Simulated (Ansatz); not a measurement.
Ansatz (a first-principles code) run on TlI₃ (Pm-3m, 4 atoms in the cell): self-consistent single point.

Level of theory: PBE (plane waves, PAW; Ansatz).

```xyz
4
Lattice="6.1058 0.0000 0.0000 0.0000 6.1058 0.0000 0.0000 0.0000 6.1058" Properties=species:S:1:pos:R:3 pbc="T T T"
Tl     0.0000     0.0000     0.0000
I      3.0529     0.0000     0.0000
I      0.0000     0.0000     3.0529
I      0.0000     3.0529     0.0000
```

Reference input (self-consistent single point, DFT, PBE, plane waves, default PAW files): kpoints.mp_grid.grid = 6 6 6; hamiltonian.xc = pbe; hamiltonian.pseudopotentials = {kind: paw} (the program's default PAW files); scf.occupations.method = methfessel_paxton; scf.occupations.width = 0.136 eV. This run's input differs from it in these lines:

Ansatz 0.2 input:
```diff
@@ -12,3 +12,3 @@
   mp_grid:
-    grid: [6, 6, 6]
+    grid: [4, 4, 4]
 hamiltonian:
@@ -20,3 +20,3 @@
     method: methfessel_paxton
-    width: 0.136 eV
+    width: 0.03 eV
 output:
```

Output, abridged:

```
SCF iter   1: F=—  HF=-33983.170716 eV  |F-HF|=—  |Δ(HF+E_count)|=         —  Δρ=1.43e-3  dr2=1.66e-2  ethr=1.77e-3  ⟨swp⟩=9.0  Hψ=1859  notcnv=0  defer=2
all-band conjugate gradients solve this SCF's bands
preconditioner: auto → LDOS
SCF iter   2: F=—  HF=-33983.170937 eV  |F-HF|=—  |Δ(HF+E_count)|=   2.22e-4  S|Δr|=    0.00e0  Δρ=1.17e-3  dr2=7.07e-3  ethr=2.59e-5  ⟨swp⟩=4.1  Hψ=871  notcnv=0  defer=18
   [... lines left out ...]
SCF iter   7: F=—  HF=-33983.168006 eV  |F-HF|=—  |Δ(HF+E_count)|=   4.20e-5  S|Δr|=    0.00e0  Δρ=2.66e-5  dr2=2.11e-6  ethr=6.61e-8  ⟨swp⟩=2.0  Hψ=556  notcnv=0  defer=18
SCF iter   8: F=—  HF=-33983.168006 eV  |F-HF|=—  |Δ(HF+E_count)|=   1.64e-8  S|Δr|=    0.00e0  Δρ=1.03e-5  dr2=1.70e-7  ethr=3.30e-9  ⟨swp⟩=2.0  Hψ=690  notcnv=0  defer=18
SCF iter   9: F=-33983.168006 eV  HF=-33983.168006 eV  |F-HF|=9.97e-10  |Δ(HF+E_count)|=   1.41e-7  S|Δr|=    0.00e0  Δρ=5.34e-7  dr2=3.94e-10  ethr=1.56e-10  ⟨swp⟩=12.7  Hψ=1767  notcnv=0
SCF 1 converged in 9 iterations: F = -33983.168006 eV  dr2 = 3.94e-10
Stability not checked (fill_not_monotonic)
Free energy (F): -33983.168006 eV
Internal energy: -33983.167081 eV  (E = F + TS)
E sigma→0 (E₀):  -33983.167775 eV
Entropy (-TS):   -0.000924 eV (-0.231 meV/atom)
Fermi energy:    1.399113 eV
--- Forces (eV/Å), atoms counted from 1 ---
  atom   1  Tl     0.00000000     0.00000000     0.00000000
   [... zero for the other atoms too ...]
--- Stress (GPa, compression-positive) ---
        0.105862      -0.000000      -0.000000
        0.000000       0.105862      -0.000000
       -0.000000       0.000000       0.105862
  P = ⅓ Tr σ = 0.1059 GPa (1.059 kbar)
  The stress holds the Pulay correction. Without it, at fixed plane waves, as pw.x and ABINIT print it: P = 0.0904 GPa
```

The run converged in 9 iterations. Against the reference run the free energy goes up by 3.1 meV/atom and the pressure moves little (0.02 to 0.11 GPa).

The starting cell was generated: these elements placed on a structure prototype, without a prior relaxation; it need not be a known phase or ordering of this composition. Spin-orbit coupling is off. Ansatz's pressure includes its estimate of the finite-basis (Pulay) stress. The run gives no clean gap (levels at the Fermi energy touch, overlap or are partly filled at this smearing), which alone does not show that the compound is a metal.
